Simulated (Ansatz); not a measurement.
Here is the system:

Host crystal: rock-salt LiF, with a band gap (PBE, scalar-relativistic without spin-orbit coupling).

End structure of O on the 1x1 (100) surface of rock-salt LiF (cut with top plane F + Li), one in a 2x2 cell, started at the site 'top Li':

```
CELL_PARAMETERS angstrom
      5.75335     0.00000     0.00000
      0.00000     5.75335     0.00000
      0.00000     0.00000    25.50000
ATOMIC_POSITIONS crystal
  F  0.00000 0.00000 0.37951
  F  0.00000 0.50000 0.37951
  F  0.50000 0.00000 0.37951
  F  0.50000 0.50000 0.37951
  Li 0.25000 0.25000 0.38223
  Li 0.25000 0.75000 0.38223
  Li 0.75000 0.25000 0.38223
  Li 0.75000 0.75000 0.38223
  F  0.25000 0.25000 0.46025
  F  0.25000 0.75000 0.46025
  F  0.75000 0.25000 0.46025
  F  0.75000 0.75000 0.46025
  Li 0.00000 0.00000 0.45970
  Li 0.00000 0.50000 0.45970
  Li 0.50000 0.00000 0.45970
  Li 0.50000 0.50000 0.45970
  F  0.00000 0.00000 0.53972
  F  0.00000 0.50000 0.53946
  F  0.50000 0.00000 0.54002
  F  0.50000 0.50000 0.53972
  Li 0.25029 0.24971 0.54017
  Li 0.25029 0.75029 0.54017
  Li 0.74971 0.24971 0.54017
  Li 0.74971 0.75029 0.54017
  F  0.24781 0.25219 0.62015
  F  0.24781 0.74781 0.62015
  F  0.75219 0.25219 0.62015
  F  0.75219 0.74781 0.62015
  Li 0.00000 0.00000 0.61745
  Li 0.00000 0.50000 0.61765
  Li 0.50000 0.00000 0.61963
  Li 0.50000 0.50000 0.61745
  O  0.50000 0.00000 0.70088
```

Slab: 33 atoms, 6.1 Å thick at the start under the adsorbate (thin: gaps and levels are the slab's own); k 3x3x1, smearing 0.01 eV, dipole-corrected; single point; on the structure that PBE left under its start's symmetry; spin-polarised, ending with about 2.0 μB a cell; orders that need a larger cell were not tried, no spin-orbit, no U, no dispersion correction. The program's check for a lower electronic state was not made. It is one chosen start, not shown to be the lowest state of the adsorbate.

A negative adsorption energy means that the adsorbate is more stable on the surface than in its reference.

**Question.** What adsorption energy against ½ O2(g) at the same level does Ansatz (an electronic-structure program) with HSE06, at the PBE geometry and the start's symmetry give?

**Answer.** 2.61 eV

**Question.** Estimate the change of the step from the bottom to the top vacuum level, against the clean slab that HSE06, at the PBE geometry and the start's symmetry returns for this input.

**Answer.** -0.11 eV
